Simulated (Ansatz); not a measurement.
Take MgS in the rock salt structure (space group Fm-3m, No. 225; a = 5.2030 Å) as the base. Axes: x, y, z lie along the cube axes.

Computed with r2SCAN (Ansatz, a program for electronic structure), without spin-orbit coupling.

For the base:

| Quantity | Result |
|---|---|
| Band gap | 3.46 eV |
| Pressure | 0.0 kbar |

It is then changed as follows: compressive biaxial strain of 2.00 % in the plane normal to [001], as in epitaxy on a mismatched substrate; the out-of-plane cell vector and the atoms relax.

Q: Estimate the effect on the band gap, hole mass, energy relative to the base and pressure.

A: The band gap drops by 0.08 eV to 3.38 eV; the hole mass amounts to 0.27 mₑ out of plane, 0.94 mₑ in plane (at Γ); the energy increases by 8.1 meV/atom; the pressure (mean of the normal stresses, compression positive) goes from zero to 25.8 kbar.

Masses are band curvatures over ±0.01 Å⁻¹ around the edge. No phonon test of stability was made.
